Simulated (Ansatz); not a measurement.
We consider SrO (P6₃/mmc, No. 194, 4 atoms in the cell; start mp-754824; a measured phase of this formula has another space group), described by LDA (PAW; Ansatz, an electronic-structure program).

Run with plane-wave cutoff 520 eV, 12×12×8 k mesh (along the axes of the cell as run), Fermi–Dirac smearing 0.01 eV, scalar-relativistic PAW data made under PBE.

Cell (relaxed at this level):

```xyz
4
Lattice="4.1894 0.0000 0.0000 -2.0947 3.6282 0.0000 0.0000 0.0000 5.0497" Properties=species:S:1:pos:R:3 pbc="T T T"
Sr     0.0000     2.4188     4.7343
Sr     2.0947     1.2094     2.2094
O      0.0000     2.4188     2.2091
O      2.0947     1.2094     4.7339
```

Question: Give the computed band gap and bulk modulus.

Answer: 
band gap: 2.64 eV (on the SCF k mesh)
bulk modulus: 83.4 GPa

Note: the relaxation could not lower the start's symmetry, so the cell can be a saddle point above a distorted one; the bulk modulus is −V dP/dV from two relaxed cells at ±2 % in volume.

Spin–orbit coupling is not included.

Static lattice: no zero-point or thermal effects.

The result took roughly 70 core-seconds.

A start named mp-… is a Materials Project structure, which need not be a measured phase.
